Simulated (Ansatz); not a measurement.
# Effective masses and thermopower of BN under load (space group P6_3mc)

Consider the following.

```
BN
1.0
    2.53853     0.00000     0.00000
   -1.26927     2.19843     0.00000
    0.00000     0.00000     4.28103
B N
2 2
Direct
  0.33333   0.66667   0.00019
  0.66667   0.33333   0.50019
  0.33333   0.66667   0.37481
  0.66667   0.33333   0.87481
```

All values below come from r2SCAN, rigid bands (plane waves, PAW, scalar-relativistic; Ansatz, a first-principles code). Condition of this run: uniaxial stress along c of -18 GPa (compression positive) (the target of the relaxation). How the cell was made: cell and atoms relaxed with PBEsol, then loaded as said.

| Item | Result |
|---|---|
| band gap | 5.70 eV |
| electron conductivity mass (300 K, dilute) | 0.50 (x), 0.50 (y), 0.31 (z) mₑ |
| hole conductivity mass (300 K, dilute) | 0.78 (x), 0.78 (y), 1.33 (z) mₑ |
| effective density of states N_c (300 K) | 1.3e19 cm⁻³ |
| effective density of states N_v (300 K) | 4.7e19 cm⁻³ |
| density-of-states mass, electrons | 0.66 mₑ |
| density-of-states mass, holes | 1.51 mₑ |
| Seebeck coefficient, n-type 1e19 cm⁻³, 300 K | -248 μV/K |
| best n-type power factor at 300 K for τ = 10 fs (best axis; densities from 1e16 to 1e21 cm⁻³ tried, whether or not they can be reached) | 7.4 μW/(cm·K²) at 3e19 cm⁻³ |
| Seebeck coefficient, p-type 1e19 cm⁻³, 300 K | 347 μV/K |
| best p-type power factor at 300 K for τ = 10 fs (best axis; densities from 1e16 to 1e21 cm⁻³ tried, whether or not they can be reached) | 9.6 μW/(cm·K²) at 1e20 cm⁻³ |

Rigid bands; masses and Seebeck coefficients take one relaxation time τ for all states and one kind of carrier; polarons and phonon drag are left out. Spin-orbit coupling is left out. Geometry: cell and atoms relaxed with PBEsol.
